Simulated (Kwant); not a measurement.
Model system: quantum point contact (saddle potential) in a Si two-dimensional gas. Effective mass 0.19 mₑ, grid spacing 2 nm, hard walls, nominal width 40 nm (19 grid rows, so walls 40 nm apart), one parabolic valley, scattering region 120 nm long along x; energies count from the band bottom; Fermi energy 0.0196 eV. Potential (V0 + ½k y²) cos²(πx/L) for |x| < L/2, with V0 swept from 0.02058 to 0 eV, k = 0.00037 eV/nm², L = 80 nm.

Constants are typed, rounded textbook-type inputs, not results; the design itself was drawn at random and stands for no fabricated device.

Model: effective-mass tight-binding model on a square grid, one spin, coherent transport at 0 K (Kwant). Conductance is in e²/h.

**Question.** Compare with the saddle-point formula G = Σ 1/(1 + exp(−2π(E − V0 − ħωy(n + ½))/ħωx)), taking ħωy = ħ√(k/m) and ħωx from the curvature along x of V0 plus half of the mode's confinement energy.

**Answer.** ħωy = 12.2 meV; at V0 = 16.7 meV the lowest mode has ħωx = 4.94 meV.

| V0 (meV) | formula | simulation |
|---|---|---|
| 19.4 | 0.00090 | 0.00080 |
| 16.7 | 0.017 | 0.018 |
| 14.0 | 0.33 | 0.36 |
| 11.3 | 0.96 | 0.96 |
| 8.65 | 1.00 | 1.00 |
| 5.97 | 1.00 | 1.00 |

The formula takes a parabolic saddle in the continuum; the run has the full potential on a grid.
